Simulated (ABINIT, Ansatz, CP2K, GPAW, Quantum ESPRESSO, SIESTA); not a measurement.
**Ni3Si (Pm-3m, 4 atoms in the cell) computed with different codes at matched settings**

Self-consistent single point.

```xyz
4
Lattice="3.5967 0.0000 0.0000 0.0000 3.5967 0.0000 0.0000 0.0000 3.5967" Properties=species:S:1:pos:R:3 pbc="T T T"
Si     0.0000     0.0000     0.0000
Ni     0.0000     1.7983     1.7983
Ni     1.7983     0.0000     1.7983
Ni     1.7983     1.7983     0.0000
```

All programs got the same cell, k-point mesh and kind of occupations (in Ansatz's words: kpoints.mp_grid.grid = 7 7 7; scf.occupations.method = gaussian; scf.occupations.width = 0.272 eV); potentials, basis and cutoffs are each program's usual ones.

```tsv
code	model	pressure (GPa)	k-points	cutoff
ABINIT	PBE, norm-conserving pseudopotentials (PseudoDojo nc-sr-05 PBE standard)	-13.41	20	49 Ha
Quantum ESPRESSO	PBE, GBRV 1.5 ultrasoft (PBE) pseudopotentials	-13.42	20	50 Ry
CP2K	PBE, GPW, DZVP-MOLOPT-SR-GTH basis, GTH-PBE potentials (GTH_POTENTIALS)	-12.16	172	grid 600 Ry
GPAW	PBE, GPAW PAW datasets PBE (gpaw-data 1.0.1)	-12.20	20	800 eV
SIESTA	GGA PBE, numerical atomic orbitals DZP, PseudoDojo PBE standard norm-conserving potentials (rewritten from UPF to PSML)	-15.81	172	grid 400 Ry
Ansatz	PBE, default PAW files	-13.50	20	420 eV
```

The spread over the programs that give each value: pressure within 3.65 GPa.

The starting cell has typed, rounded lattice constants, without a prior relaxation at this level. Its lattice was rescaled by a random factor within 2.5 % of one. On Ansatz's run: Spin polarisation is off. In the base run, with a pressure of about -13 GPa the cell is away from its equilibrium volume at this level.

Problem. Why do the programs differ, and what cannot be compared?

Solution. Differences of this kind can come from the potentials, where these differ, and from what each basis and cutoff leave unconverged. The valence holds different numbers of electrons (ABINIT 58, Quantum ESPRESSO 58, CP2K 58, GPAW 52, SIESTA 58, Ansatz (a quantum-chemistry and plane-wave program) 58). The zero of total energies and Fermi levels follows the potentials and each program's conventions, so they are not compared here. CP2K and SIESTA use small atom-centred bases, whose incompleteness enters pressures, forces and empty levels differently from a plane-wave cutoff. Ansatz's pressure is given at a fixed set of plane waves, as the other plane-wave codes print theirs; with its correction for the finite basis it is -13.46 GPa. The programs reduce the same mesh by symmetry to different extents, which changes the work and not the result. In the pressure, CP2K (by 1.25), GPAW (by 1.21) and SIESTA (by 2.40) lie more than 1 GPa from the median of the plane-wave programs.

Left out of this page: Elk and FLEUR (not drawn, or without a comparable value).

Keys are those of Ansatz 0.2.
